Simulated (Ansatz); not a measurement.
Consider interstitial Au in silicon, charge state +1. The step: several atoms move together, Au the farthest; the atom moves 1.80 Å along (-0.22, 0.25, -0.03) of the unit cell; the moving atom starts with neighbours 6 Si at 2.46 Å and ends with 2 Si at 2.38, 2 Si at 2.54, 2 Si at 2.57 Å. DFT values are from Ansatz (plane-wave PAW, 420 eV unless said) in a cell of 64 host sites, spin-restricted, static, with no finite-size correction. The charge state is imposed; whether it is stable for some Fermi level was not computed. Sites that were not tried may lie lower. For the PBE band: the check of the saddle point's order was inconclusive, and it lies on a symmetry element of the cell, where a band can be held.

```
Level                                                                           Forward barrier (eV)  Cost of the band or of the saddle's single point
------------------------------------------------------------------------------  --------------------  ------------------------------------------------
CHGNet universal potential (has no charge state), its own band                                  0.06                                                 -
PBE, a 2×2×2 k-point mesh shifted by half a step, band relaxed                                  0.09               about 3 core-hours (a rough figure)
PBE, a 3×3×3 k-point mesh shifted by half a step, same geometries                               0.08                       very roughly 7 core-minutes
r2SCAN at 500 eV, a 2×2×2 k-point mesh shifted by half a step, same geometries                  0.20                       very roughly 4 core-minutes
```

Ansatz is a quantum-chemistry and plane-wave program.
